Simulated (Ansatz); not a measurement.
## Fermi-surface data of HfN under load (space group I4/mmm)

Here is the system:

```yaml
crystal:
  lattice:
    - [0.00000, 2.25239, 2.24283]
    - [2.25239, 0.00000, 2.24283]
    - [2.25239, 2.25239, 0.00000]
  atoms:
    - { symbol: Hf, position: [0.00000, 0.00000, 0.00000] }
    - { symbol: N, position: [0.50000, 0.50000, 0.50000] }
```

All values below come from PBEsol, rigid bands (plane waves, PAW, scalar-relativistic; Ansatz, an electronic-structure program). Condition of this run: uniaxial stress zz = 2 GPa (compression positive) (the target of the relaxation). Geometry: cell and atoms relaxed with PBEsol, then loaded as said.

```yaml
density of states at the Fermi level: 0.600 states/(eV·cell), both spins
bare Sommerfeld coefficient: 0.71 mJ/(mol of atoms·K²)
drude_plasma_energy: 9.3 eV
root-mean-square Fermi velocity: 1.1e6 m/s
resistivity times τ: 5.6 ×10⁻²² Ω·m·s
```

A metal at this level (no band gap); rigid bands, thermally averaged at 300 K, both spins. Spin-orbit coupling is left out, which matters with elements this heavy. τ is one relaxation time for all states.
